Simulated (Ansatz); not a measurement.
The parent structure is BaF₂ in the fluorite structure (space group Fm-3m, No. 225; a = 6.137 Å). Axes: x, y, z lie along the cube axes.

All numbers come from plane-wave PAW DFT at the PBEsol level (Ansatz, a first-principles code, 420 eV), scalar-relativistic without spin-orbit coupling.

For the base:

- Pressure = 0.00 GPa

Now apply this change: biaxial strain −4.02 %, plane normal [001], relaxed out of plane (Cartesian); in-plane vectors clamped, the third vector and the atoms free.

Question: Estimate the effect on the out-of-plane strain.

Answer: The out-of-plane strain is +3.93 %.

Question: How does this affect the energy relative to the base?

Answer: The energy rises by 20 meV/atom.

Question: How does this affect the pressure?

Answer: The pressure (mean of the normal stresses, compression positive) goes from zero to 2.78 GPa.

Stability against distortions was not tested.
